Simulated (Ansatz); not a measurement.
A periodic model of amorphous silicon oxynitride (Si27O24N20):

```
CELL_PARAMETERS angstrom
      9.70890     0.00000     0.00000
      0.00000     9.70890     0.00000
      0.00000     0.00000     9.70890
ATOMIC_POSITIONS crystal
  Si 0.39470 0.24341 0.29474
  Si 0.35240 0.64196 0.91096
  Si 0.55178 0.42650 0.81601
  Si 0.43123 0.09242 0.01926
  Si 0.58658 0.72426 0.88880
  Si 0.97092 0.38166 0.80614
  Si 0.86697 0.68496 0.73828
  Si 0.94096 0.37774 0.10328
  Si 0.12608 0.18030 0.48912
  Si 0.13001 0.75209 0.36597
  Si 0.67997 0.02961 0.82938
  Si 0.96109 0.90958 0.77561
  Si 0.28332 0.63022 0.61703
  Si 0.79163 0.38362 0.62976
  Si 0.55599 0.89479 0.64142
  Si 0.20106 0.13082 0.78220
  Si 0.67166 0.12696 0.48920
  Si 0.26012 0.39759 0.81433
  Si 0.68125 0.25750 0.05058
  Si 0.90797 0.93252 0.47474
  Si 0.40124 0.80906 0.17960
  Si 0.54065 0.66604 0.44195
  Si 0.71965 0.40729 0.31852
  Si 0.27262 0.37971 0.10930
  Si 0.14838 0.43098 0.32479
  Si 0.23644 0.86771 0.67073
  Si 0.37322 0.10330 0.52472
  O  0.32471 0.08322 0.88977
  O  0.40553 0.58532 0.51105
  O  0.08354 0.33877 0.44861
  O  0.85459 0.45389 0.23146
  O  0.26786 0.13761 0.37518
  O  0.41437 0.32815 0.80434
  O  0.76272 0.30472 0.46697
  O  0.98072 0.83179 0.35492
  O  0.21946 0.48520 0.67701
  O  0.24053 0.79496 0.24004
  O  0.84681 0.00703 0.85787
  O  0.98418 0.75394 0.84494
  O  0.74385 0.67178 0.85959
  O  0.86691 0.26759 0.72961
  O  0.09977 0.58767 0.34304
  O  0.63281 0.40028 0.67124
  O  0.42400 0.97239 0.13828
  O  0.84846 0.23850 0.06869
  O  0.63440 0.30222 0.21472
  O  0.63968 0.53397 0.38423
  O  0.49997 0.75336 0.30208
  O  0.94062 0.45690 0.95366
  O  0.76184 0.01164 0.40789
  O  0.64522 0.38945 0.95213
  N  0.90277 0.51256 0.68503
  N  0.37937 0.23266 0.11476
  N  0.12233 0.97632 0.75921
  N  0.00908 0.06621 0.50423
  N  0.32292 0.40884 0.28670
  N  0.12304 0.28510 0.83728
  N  0.25238 0.18721 0.62024
  N  0.28645 0.73028 0.76954
  N  0.45253 0.72605 0.02929
  N  0.61818 0.76201 0.55769
  N  0.50757 0.17153 0.42470
  N  0.64188 0.06808 0.65289
  N  0.18674 0.75773 0.53542
  N  0.57825 0.88517 0.82001
  N  0.60611 0.11797 0.97172
  N  0.88556 0.83627 0.62974
  N  0.10217 0.36267 0.16451
  N  0.26991 0.49319 0.96777
  N  0.49638 0.58839 0.81937
  N  0.38593 0.94844 0.60221
```

Methods: PBE, scalar-relativistic without spin-orbit coupling (Ansatz, a program for electronic structure); r2SCAN, scalar-relativistic without spin-orbit coupling (Ansatz); HSE06, scalar-relativistic without spin-orbit coupling (Ansatz). Neutral PBE cell, which sets geometry, pressure and energy: sampling: a 2×2×2 Γ-centred mesh; Fermi-Dirac width 0.02 eV; no spin polarisation. Exact exchange is cut at the faces of this 10 Å cell, which leaves hybrid gaps a finite-size error.

A CHGNet melt-quench gave the starting glass, which DFT then relaxed. O and N atoms were pushed apart under 1.9 Å during the dynamics, to hinder bonds among them. It is a model cell: composition and starting density were chosen by hand, and all elements were melted together. No dispersion term was used. Its density started from a set value of 2.73 and ended at 2.58 g/cm³. The simulated quench (nominally 1300 K/ps over its main leg) is rapid and tends to freeze in more defects than a deposited or slowly cooled glass has. One small periodic cell is one sample of the glass; other quenches scatter about these values. The volume was free in the relaxation, at fixed shape.

Task: Give the pressure and the spacing of the highest filled and lowest empty levels.

Result: 
```yaml
Pressure on a 2×2×2 Γ-centred mesh: 0.06 GPa
Largest force and stress component on that mesh (the relaxation ran on the zone centre alone): 0.05 eV/Å and 3.3 GPa
Level gap on a 2×2×2 Γ-centred mesh (PBE): 2.60 eV
Level gap at the zone centre (PBE): 2.62 eV
Level gap at the zone centre (r2SCAN): 3.12 eV
Level gap at the zone centre (HSE06): 4.04 eV
Distance between the nearest levels spread over more than a fifth of the atoms or a third of the atoms of their main element (six at least) (PBE, zone centre): 3.08 eV
```

Task: At PBE and the zone centre, how localised are the states just below and above the Fermi level (participation number: the atoms over which a state spreads)?

Result: The highest filled state is spread over 3.9 atoms' worth, largest on N61, with weights by element (charge in smoothed Voronoi cells) N 0.77, Si 0.12, O 0.11. The lowest empty state is spread over 33.0 atoms' worth, largest on Si14, with weights by element (charge in smoothed Voronoi cells) Si 0.45, O 0.32, N 0.23.

At PBE the levels at the filled edge of the gap are localised (band-tail or defect states), and the nearest spread-out levels lie 3.1 eV apart at the zone centre.

Neighbours within Si-Si 2.60 Å, Si-O 2.08 Å, Si-N 2.06 Å, O-O 1.58 Å, O-N 1.64 Å, N-N 1.70 Å count as bonded. Two cations that share two anions don't count as bonded, nor two that share one unless they lie closer than Si-Si 2.38 Å.

Added carriers, by Ansatz with PBE, scalar-relativistic without spin-orbit coupling on the zone centre alone. Charged cells keep the cell fixed and stand in a uniform background, with no image correction, at a width of 0.01 eV; where the count is odd the moment is locked at 1 μB, unless the neutral cell bore moments. Each starts from the undistorted neutral geometry alone. PBE's self-interaction favours spread-out carriers, so it can miss traps that a hybrid finds.

Task: What happens at PBE when the cell takes an extra electron and the atoms relax?

Result: Relaxation lowers the charged cell by 0.89 eV. The largest moves are Si14 0.47 Å, N52 0.42 Å, O34 0.42 Å, O39 0.39 Å. The level that holds the added charge spreads over 3.9 atoms' worth, most on Si14 (weight 0.47): a localised (trapped) carrier, which neighbours of that atom can share. Bonds broken: Si14-O34. Made neutral again at that geometry, the cell lies +1.70 eV from the neutral start (a closed shell was imposed there, with levels 0.12 eV apart, so this is an upper bound).

Task: What happens at PBE when the cell takes a hole and the atoms relax?

Result: Relaxation lowers the charged cell by 0.27 eV. The largest moves are O29 0.13 Å, N67 0.12 Å, O39 0.11 Å, O48 0.09 Å. The level that was emptied spreads over 4.6 atoms' worth, most on N61 (weight 0.38): a localised (trapped) carrier, which neighbours of that atom can share. No bond crosses its cut-off with a change of over 0.15 Å. Made neutral again at that geometry, the cell lies +0.46 eV from the neutral start.

A PBE run started with 1 μB on atoms that lack a bond or may hold spare charge lost its moments; other starts weren't tried.
